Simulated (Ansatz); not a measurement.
The reference is Ga₂O₃ (space group R-3m, No. 166; a hypothetical phase, not in the database extracts checked).

```xyz
5
Lattice="1.4940 0.8626 7.6174 -1.4940 0.8626 7.6174 0.0000 -1.7252 7.6174" Properties=species:S:1:pos:R:3 pbc="T T T"
Ga     0.0000     0.0000     9.0129
Ga     0.0000     0.0000    13.8394
O      0.0000     0.0000     0.0000
O      0.0000     0.0000     5.4845
O      0.0000     0.0000    17.3677
```

Cartesian axes are those of the cell as printed.

Level of theory: Ansatz (a program for electronic structure) PBEsol, scalar-relativistic without spin-orbit coupling.

It is then changed as follows: every lattice vector is shortened by 1.91 %; the atoms relax in the strained cell.

### Question
Predict the stress tensor and what it implies for the stiffness.

### Answer
Stress of the strained cell less that of the base (GPa, compression positive):
```
   8.92    0.00    0.00
   0.00    8.92    0.00
   0.00    0.00    0.18
```

Then B = −ΔP/(ΔV/V₀) with ΔV/V₀ = -0.0562 gives secant stiffness values (nonlinear terms included at this strain): B (at held cell shape, above the free-shape value) ≈ 107 GPa.

As a check, the harmonic strain energy −½ V₀ Δσ:ε is 13 meV/atom; the computed energy rise is 12 meV/atom.

Whether these cells are dynamically stable was not tested.
